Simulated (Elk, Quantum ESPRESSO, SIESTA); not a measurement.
# One structure in several programs: FePt (P4/mmm, 2 atoms in the cell)

Self-consistent single point.

```yaml
crystal:
  lattice:
    - [2.72000, 0.00000, 0.00000]
    - [0.00000, 2.72000, 0.00000]
    - [0.00000, 0.00000, 3.71000]
  atoms:
    - { symbol: Fe, position: [0.00000, 0.00000, 0.00000], spin: 3.0 }
    - { symbol: Pt, position: [0.50000, 0.50000, 0.50000] }
```
(The spins are starting values, not results.)

Shared settings, as Quantum ESPRESSO writes them: occupations = smearing; smearing = gaussian; degauss = 0.0073499 Ry; noncolin = true; lspinorb = true; K_POINTS = automatic 9 9 7 0 0 0. Potentials and cutoffs stand in the table.

```json
[
 {"code": "Quantum ESPRESSO", "model": "PBE, spin-orbit coupling, PSlibrary fully relativistic ultrasoft (PBE) pseudopotentials", "pressure (GPa)": "5.26", "size of the net moment (μB/atom)": "1.62", "cutoff": "55 Ry"},
 {"code": "SIESTA", "model": "GGA PBE with spin-orbit coupling, numerical atomic orbitals DZP, PseudoDojo PBE fully relativistic norm-conserving potentials (rewritten from UPF to PSML)", "pressure (GPa)": "–", "size of the net moment (μB/atom)": "1.66", "cutoff": "grid 400 Ry"},
 {"code": "Elk", "model": "PBE, spin-orbit coupling in second variation, all-electron FP-LAPW, Elk's shipped species files, APW+lo basis with extra local orbitals", "pressure (GPa)": "–", "size of the net moment (μB/atom)": "1.60", "cutoff": "rgkmax 7.5"}
]
```

A dash marks a value that a program does not give, or that is left out as unsure.

The spread over the programs that give each value: size of the net moment within 0.06 μB/atom.

SIESTA uses small atom-centred bases, whose incompleteness enters pressures, forces and empty levels differently from a plane-wave cutoff. Elk treats all electrons, but the usual bases taken here (sphere radii, linearisation, local orbitals, empty states) were not tested for convergence, so the values are no reference for the others.

The starting cell has typed, rounded lattice constants, without a prior relaxation at this level.

Left out of this page: Ansatz (with a known weakness of the program).
